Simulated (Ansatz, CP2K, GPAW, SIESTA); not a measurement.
## Code comparison for SrGe3Pd (I4mm, 5 atoms in the cell)

Self-consistent single point.

```xyz
5
Lattice="-2.2408 2.2408 5.1448 2.2408 -2.2408 5.1448 2.2408 2.2408 -5.1448" Properties=species:S:1:pos:R:3 pbc="T T T"
Sr     0.0000     0.0000    10.2751
Ge     0.0000     0.0000     4.1127
Ge     0.0000     2.2408     2.6048
Ge     2.2408     0.0000     2.6048
Pd     0.0000     0.0000     6.6172
```

Shared settings, as Ansatz (a program for electronic structure) writes them: kpoints.mp_grid.grid = 6 6 6; scf.occupations.method = gaussian; scf.occupations.width = 0.1 eV. Potentials and cutoffs stand in the table.

| code | model | pressure (GPa) | largest force (eV/Å) | cutoff |
|---|---|---|---|---|
| CP2K | LDA (Pade form), GPW, DZVP-MOLOPT-SR-GTH basis, GTH-PADE potentials (GTH_POTENTIALS) | -5.00 | 0.488 | grid 500 Ry |
| GPAW | LDA (Perdew-Wang 92), GPAW PAW datasets LDA (gpaw-data 1.0.1) | -4.12 | 0.250 | 550 eV |
| SIESTA | LDA PW92, numerical atomic orbitals TZP, PseudoDojo LDA standard norm-conserving potentials (rewritten from UPF to PSML) | 0.58 | 0.297 | grid 350 Ry |
| Ansatz | LDA (PW92), PAW files made with PBE | -4.22 | 0.232 | default |

Size of the force on each atom (eV/Å): Sizes of forces hide their directions.

```csv
code,Sr1,Ge2,Ge3,Ge4,Pd5
CP2K,0.041,0.488,0.310,0.310,0.091
GPAW,0.042,0.250,0.197,0.197,0.103
SIESTA,0.226,0.297,0.186,0.186,0.153
Ansatz,0.038,0.232,0.183,0.183,0.096
```

On Ansatz's run: spin polarisation is off.

The spread over the programs that give each value: pressure within 5.58 GPa; largest force within 0.256 eV/Å.

CP2K and SIESTA use small atom-centred bases, whose incompleteness enters pressures, forces and empty levels differently from a plane-wave cutoff. Ansatz's pressure is given at a fixed set of plane waves, as the other plane-wave codes print theirs. In the pressure, SIESTA (by 4.75) lies more than 1 GPa from the median of the plane-wave programs. In the force vectors, CP2K (by 0.247) and SIESTA (by 0.252) lie more than 0.08 eV/Å from the median of the plane-wave programs.

The starting cell comes from a database of computed structures (which also holds hypothetical and non-ambient phases and stackings), without a prior relaxation at this level.

Keys are those of Ansatz 0.2.
